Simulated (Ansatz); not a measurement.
Results of PBEsol+SOC (plane waves, PAW; Ansatz, a quantum-chemistry and plane-wave program) for MoInN3 (model structure, started from the LiNbO3 type, R3c, No. 161, 10 atoms in the cell).

Run with plane-wave cutoff 520 eV, 6×6×6 k mesh, Fermi–Dirac smearing 0.01 eV, PAW data made under PBE.

Cell (relaxed with PBEsol):

```xyz
10
Lattice="2.6823 1.5486 4.8427 -2.6823 1.5486 4.8427 0.0000 -3.0972 4.8427" Properties=species:S:1:pos:R:3 pbc="T T T"
In     0.0000     0.0000     4.0706
In     0.0000     0.0000    11.3347
Mo     0.0000     0.0000    14.6275
Mo     0.0000     0.0000     7.3635
N     -0.6282    -1.5489     5.7147
N      1.6555     0.2305     5.7147
N     -1.0273     1.3184     5.7147
N     -1.6550    -0.2302     8.1360
N      0.6282     1.5483     8.1360
N      1.0268    -1.3182     8.1360
```

Problem. What does this level give for the band gap?

Solution. 
- band gap: 1.26 eV (on the SCF k mesh)

Note: the relaxation could raise the start's symmetry but not lower it, so the cell can be a saddle point.

Static lattice: no zero-point or thermal effects.

A model structure was made by putting elements into a prototype or built by hand; it is no filed structure, need not be a known phase, and can be a saddle point held by its symmetry.
